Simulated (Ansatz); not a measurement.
**Ni on the 1x1 (101) surface of anatase TiO2 (cut with top plane O), one in a 2x1 cell, started at the site 'top O'**

Host crystal: anatase TiO2, with a band gap (PBE, scalar-relativistic without spin-orbit coupling).

Computed with PBE (plane waves to 420 eV, PAW; Ansatz, an electronic-structure program).

Model: 37-atom slab, 9.4 Å thick at the start under the adsorbate (thin: gaps and levels are the slab's own), 3x4x1 mesh, Fermi-Dirac 0.01 eV, dipole correction, 14 atoms held, the rest relaxed; no symmetry held; spin-polarised, no spin-orbit, no U, no dispersion correction. The starting moment vanished. At the end it is bonded to O + Ti. In PBE this state lies 1.19 eV over the lowest of the starts that converged ('bridge O-O-O (span 3.8 Å)').

- adsorption energy against an atom of fcc Ni, ferromagnetic = 3.06 eV
- gap of the slab on its k-mesh = 0.63 eV
- highest filled level below the top vacuum level = 3.82 eV
- change of the step from the bottom to the top vacuum level, against the clean slab = -1.72 eV
- energy released by relaxation = 0.68 eV
- height of the binding atom over the mean of the host atoms within 0.3 Å of the top one = 2.629 bohr
- magnetic moment of the cell = 0.00 μB
- nearest host atoms of the binding atom = O at 1.74 Å, Ti at 2.43 Å, O at 3.03 Å
- largest move of a host atom = 0.15 Å
- note = in the relaxation the adsorbate left its starting site by 1.0 Å
- cost = very roughly 4 core-hours

A negative adsorption energy means that the adsorbate is more stable on the surface than in its reference.
